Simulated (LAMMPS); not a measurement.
Pressure dependence of W (bcc) at 2220 K, from the crystal.

All values are model results, not measurements: classical MD, pair style eam/alloy, file W_zhou.eam.alloy (LAMMPS).

```tsv
P (GPa)	state	volume	coordination number
0	crystal; no diffusion seen in 30 ps	16.3638 ± 0.0009 Å³/atom	14.0 (counted to 3.86 Å)
2	crystal; no diffusion seen in 30 ps	16.2249 ± 0.0009 Å³/atom	14.0 (counted to 3.86 Å)
5	crystal; no diffusion seen in 30 ps	16.0371 ± 0.0006 Å³/atom	14.0 (counted to 3.82 Å)
```

Caution: a run this short can hold a crystal over, or a liquid under, the potential's own melting point, which these runs don't give.

Estimate the isothermal bulk modulus at zero pressure. A parabola P(ln V) through the three points gives −dP/d ln V = 220 GPa at zero pressure.

States go by the mean squared displacement: a species diffuses where it passes 1.5 Å², still rises and gives D over 1e-6 cm²/s; a crystal has left its structure where atoms lie 0.35 Å off their sites on average or a cubic box changes its shape by 3 %, or the axial ratios of another lie 8 % off the starting cell's, which the potential's own relaxation can also do.

The ± values are statistical; the model's systematic error is not in them.
